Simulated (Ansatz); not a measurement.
## What pressure −2 GPa does to Ta

Start from Ta in the bcc (W type) structure (space group Im-3m, No. 229; a = 3.320 Å).

Modification: a negative pressure, −2 GPa.

Level of theory: Ansatz (a first-principles code), PBE, PAW, cutoff 420 eV, scalar-relativistic without spin-orbit coupling. Γ-centred 20×20×20 mesh, Fermi–Dirac width 0.05 eV.

The volume per atom goes up by 0.19 Å³ (18.29 Å³ → 18.48 Å³) and the density drops by 0.17 g/cm³ to 16.26 g/cm³. The lattice parameter a goes up by 0.011 Å, from 3.320 Å to 3.331 Å and the enthalpy H = E + PV relative to the base's energy amounts to -0.23 eV/atom. The band gap remains zero.

Final structure:

```
Ta
1.0
   -1.66553     1.66553     1.66553
    1.66553    -1.66553     1.66553
    1.66553     1.66553    -1.66553
Ta
1
Direct
  0.00000   0.00000   0.00000
```

Load acts through the strain it causes; cell and atoms are relaxed under it. No phonon test of stability was made. All final runs are without spin polarisation.
